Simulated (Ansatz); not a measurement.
Ansatz (a first-principles code) run on TiZn (P4mm, 2 atoms in the cell): self-consistent single point.

Computed with PBEsol, default PAW files made with PBE (plane waves; Ansatz).

The change in words: lattice scaled by 0.98; basis.ecutwfc: 420 eV → 335 eV. Reference geometry:
```xyz
2
Lattice="3.1331 0.0000 0.0000 0.0000 3.1331 0.0000 0.0000 0.0000 3.1331" Properties=species:S:1:pos:R:3 pbc="T T T"
Ti     1.5666     1.5666     1.6166
Zn     0.0000     0.0000     0.0000
```

Reference input (self-consistent single point, DFT, PBEsol, plane waves, default PAW files made with PBE): basis.ecutwfc = 420 eV; kpoints.mp_grid.grid = 11 11 11; hamiltonian.xc = pbesol; hamiltonian.pseudopotentials = {kind: paw} (the program's default PAW files); scf.occupations.method = gaussian; scf.occupations.width = 0.1 eV. This run's input differs from it in these lines:

Ansatz 0.2 input:
```diff
@@ -2,5 +2,5 @@
   lattice:
-    - [3.13312100, 0.00000000, 0.00000000]
-    - [0.00000000, 3.13312100, 0.00000000]
-    - [0.00000000, 0.00000000, 3.13312100]
+    - [3.07045900, 0.00000000, 0.00000000]
+    - [0.00000000, 3.07045900, 0.00000000]
+    - [0.00000000, 0.00000000, 3.07045900]
   atoms:
@@ -9,3 +9,3 @@
 basis:
-  ecutwfc: 420.0
+  ecutwfc: 335.0
 kpoints:
```

Output, abridged:

```
SCF iter   1: F=—  HF=-5755.179008 eV  |F-HF|=—  |Δ(HF+E_count)|=         —  Δρ=7.22e-3  dr2=1.21e-2  ethr=1.77e-3  ⟨swp⟩=4.2  Hψ=8758  notcnv=0
all-band conjugate gradients solve this SCF's bands
preconditioner: auto → none
SCF iter   2: F=—  HF=-5755.173995 eV  |F-HF|=—  |Δ(HF+E_count)|=   5.01e-3  Δρ=2.62e-3  dr2=1.07e-3  ethr=5.02e-5  ⟨swp⟩=3.0  Hψ=5007  notcnv=0
SCF iter   3: F=—  HF=-5755.173818 eV  |F-HF|=—  |Δ(HF+E_count)|=   1.77e-4  Δρ=7.94e-4  dr2=6.94e-5  ethr=4.47e-6  ⟨swp⟩=2.0  Hψ=2999  notcnv=0
SCF iter   4: F=—  HF=-5755.173779 eV  |F-HF|=—  |Δ(HF+E_count)|=   3.89e-5  Δρ=3.77e-4  dr2=1.47e-5  ethr=2.89e-7  ⟨swp⟩=2.0  Hψ=2964  notcnv=0
SCF iter   5: F=—  HF=-5755.173841 eV  |F-HF|=—  |Δ(HF+E_count)|=   6.20e-5  Δρ=5.38e-5  dr2=2.35e-7  ethr=6.12e-8  ⟨swp⟩=2.1  Hψ=2459  notcnv=0
SCF iter   6: F=-5755.173841 eV  HF=-5755.173841 eV  |F-HF|=4.65e-9  |Δ(HF+E_count)|=   4.42e-8  Δρ=7.14e-6  dr2=7.46e-9  ethr=4.17e-10  ⟨swp⟩=4.0  Hψ=6395  notcnv=0
SCF 1 converged in 6 iterations: F = -5755.173841 eV  dr2 = 7.46e-9
Free energy (F): -5755.173841 eV
Internal energy: -5755.172239 eV  (E = F + TS)
E sigma→0 (E₀):  -5755.173040 eV
Entropy (-TS):   -0.001603 eV (-0.801 meV/atom)
Fermi energy:    13.755106 eV
--- Forces (eV/Å), atoms counted from 1 ---
  atom   1  Ti     0.00000000     0.00000000    -0.30067652
  atom   2  Zn    -0.00000000     0.00000000     0.30067821
--- Stress (GPa, compression-positive) ---
        3.981375       0.000000      -0.000000
        0.000000       3.981375       0.000000
       -0.000000       0.000000       3.875164
  P = ⅓ Tr σ = 3.9460 GPa (39.460 kbar)
  The stress holds the Pulay correction. Without it, at fixed plane waves, as pw.x and ABINIT print it: P = 1.0890 GPa
```

The run converged in 6 iterations. Against the reference run the free energy goes up by 21.2 meV/atom, the pressure goes from -3.74 to 3.95 GPa and the largest force goes from 0.246 to 0.301 eV/Å.

The starting cell comes from a database of computed structures (which also holds hypothetical and non-ambient phases and stackings), without a prior relaxation at this level. Its lattice was rescaled by up to half a per cent. One atom was moved a little off its site on purpose. For this run, on top of that: lattice scaled by 0.98. Spin polarisation is off. Ansatz's pressure includes its estimate of the finite-basis (Pulay) stress. Without the estimate this run gives 1.09 GPa. The cutoff lies below the one recommended for these files.
